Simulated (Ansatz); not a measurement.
Where the default PAW files enter, the runs use the earlier of Ansatz's two default sets.

Data:

```
CdSe
1.0
    4.34609     0.00000     0.00000
   -2.17305     3.76382     0.00000
    0.00000     0.00000     7.08984
Cd Se
2 2
Direct
  0.66667   0.33333   0.49995
  0.33333   0.66667   0.99995
  0.66667   0.33333   0.87591
  0.33333   0.66667   0.37591
```

Space group of this cell: P6_3mc, wurtzite. The cell is taken as given.

These are r2SCAN (plane waves, PAW; Ansatz, a program for electronic structure) values and carry that method's errors.

The current runs along the normal of the first two printed vectors; no spin-orbit coupling. Scaled by the factor s: the length along the current (ions clamped). The meshes follow the cell: 12×12×6 and 12×12 across at s = 0.97, 12×12×4 and 12×12 across at s = 1.00, 12×12×4 and 12×12 across at s = 1.03.

```csv
s,mean pressure (GPa),band gap (eV)
0.97,1.5,?
1.00,-0.2,1.09
1.03,-1.5,0.98
```

### Question
Take the slope of the band gap against ln s from the two given rows, extrapolate to s = 0.97, and say what the run there gives.

### Answer
Slope = (0.98 − 1.09) / ln 1.03 = -3.72 eV. The line gives 1.09 + (-3.72) × ln 0.97 = 1.20 eV. The run gives 1.17 eV, 0.03 eV under the line, 29 % of the predicted step.
